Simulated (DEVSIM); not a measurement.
Structure: abrupt Si n-p junction, at 300 K.

Layer 1 from the left is Si, thickness (μm) 5.40, Nd (cm⁻³) 9.1e17, τn (s) 4.8e-5, τp (s) 4.8e-5. Layer 2 from the left is Si, thickness (μm) 2.60, Na (cm⁻³) 9.6e16, τn (s) 4.8e-5, τp (s) 4.8e-5.

Left contact: ohmic. Right contact: ohmic. Voltage is applied to the left contact. Recombination: SRH at mid-gap, Auger. Mobility is μmin + (μ − μmin)/(1 + (N/Nref)^α).

The device is made up for the run: typed textbook-type constants, with dimensions and the other settings drawn at random. Values at 300 K.

Si: gap (eV) 1.124, affinity (eV) 4.05, permittivity 11.7, Nc (cm⁻³) 2.86e19, Nv (cm⁻³) 3.1e19, μn (cm²/Vs) 1417, μp (cm²/Vs) 470, μn,min 52, μp,min 45, Nref,n 9.7e16, Nref,p 2.2e17, αn 0.68, αp 0.72, Cn (cm⁶/s) 2.8e-31, Cp (cm⁶/s) 9.9e-32.

Task: Estimate by hand the built-in potential, the peak field at zero bias, and compare with a numerical solution.

Result: 
- Built-in potential: ni = √(Nc Nv) exp(−Eg/2kT) = 1.08e10 cm⁻³ with Eg = 1.124 eV; Vbi = kT/q ln(Na Nd/ni²) = 0.886 V; numerical 0.886 V.
- Peak field at zero bias: depletion approximation: W = √(2εVbi/(qN)) = 0.115 μm with N = 8.68e16 cm⁻³; field = 2Vbi/W = 154000 V/cm; numerical 150000 V/cm (estimate above by 2.8 %).

Model (solved in DEVSIM): 1D drift-diffusion, Boltzmann statistics, complete ionisation; no tunnelling, impact ionisation, image-force lowering or self-heating.
